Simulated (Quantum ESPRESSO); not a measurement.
Input and output of a self-consistent single point for KHgF3 (Cmm2, 5 atoms in the cell) (Quantum ESPRESSO).

Method of the run: LDA (PZ), PSlibrary PAW (LDA, semicore) pseudopotentials (plane waves; Quantum ESPRESSO 7.5).

```
CELL_PARAMETERS angstrom
      3.19236    -3.19847     0.00000
      3.19236     3.19847     0.00000
      0.00000     0.00000     4.51082
ATOMIC_POSITIONS crystal
  K  0.00000 0.00000 0.51108
  Hg 0.50000 0.50000 0.00000
  F  0.00000 0.50000 0.00000
  F  0.50000 0.00000 0.00000
  F  0.50000 0.50000 0.50000
```

Reference input (self-consistent single point, DFT, LDA (PZ), plane waves, GBRV 1.5 ultrasoft (LDA) pseudopotentials): ecutwfc = 40 Ry; ecutrho = 200 Ry; occupations = fixed; potentials = {K: k_lda_v1.4.uspp.F.UPF, Hg: hg_lda_v1.uspp.F.UPF, F: f_lda_v1.4.uspp.F.UPF}; K_POINTS = automatic 2 2 2 0 0 0; nbnd = 25; conv_thr = 1e-10 Ry; mixing_beta = 0.4. This run's input differs from it in these lines:

```diff
@@ -12,6 +12,6 @@
    ntyp = 3,
-   ecutwfc = 40,
-   ecutrho = 200,
+   ecutwfc = 170,
+   ecutrho = 1190,
    occupations = 'fixed',
-   nbnd = 25,
+   nbnd = 29,
 /
@@ -22,5 +22,5 @@
 ATOMIC_SPECIES
-K     39.0983  k_lda_v1.4.uspp.F.UPF
-Hg   200.5920  hg_lda_v1.uspp.F.UPF
-F     18.9984  f_lda_v1.4.uspp.F.UPF
+K     39.0983  K.pz-spn-kjpaw_psl.1.0.0.UPF
+Hg   200.5920  Hg.pz-spn-kjpaw_psl.1.0.0.UPF
+F     18.9984  F.pz-n-kjpaw_psl.1.0.0.UPF
 CELL_PARAMETERS bohr
```

The program printed (abridged):

```
     Self-consistent Calculation

     iteration #  1     ecut=   170.00 Ry     beta= 0.40

     total energy              =   -1274.66678472 Ry
     estimated scf accuracy    <       0.62071659 Ry

     iteration #  2     ecut=   170.00 Ry     beta= 0.40

     total energy              =   -1274.82942670 Ry
     estimated scf accuracy    <       0.07499693 Ry

     iteration #  3     ecut=   170.00 Ry     beta= 0.40

     total energy              =   -1274.83382734 Ry
     estimated scf accuracy    <       0.01055279 Ry

     iteration #  4     ecut=   170.00 Ry     beta= 0.40

     total energy              =   -1274.83475260 Ry
     estimated scf accuracy    <       0.00040464 Ry

     iteration #  5     ecut=   170.00 Ry     beta= 0.40

     total energy              =   -1274.83483827 Ry
     estimated scf accuracy    <       0.00002374 Ry

     iteration #  6     ecut=   170.00 Ry     beta= 0.40

 %%%%%%%%%%%%%%%%%%%%%%%%%%%%%%%%%%%%%%%%%%%%%%%%%%%%%%%%%%%%%%%%%%%%%%%%%%%%%%
     Error in routine cdiaghg (108):
     S matrix not positive definite
 %%%%%%%%%%%%%%%%%%%%%%%%%%%%%%%%%%%%%%%%%%%%%%%%%%%%%%%%%%%%%%%%%%%%%%%%%%%%%%

     stopping ...
```

The program stopped with an error at about iteration 6. 

The starting cell comes from a database of computed structures (which also holds hypothetical and non-ambient phases and stackings), without a prior relaxation at this level. Its lattice was rescaled by up to half a per cent. One atom was moved a little off its site on purpose.

Cost on one core of a shared machine: roughly 80 s.
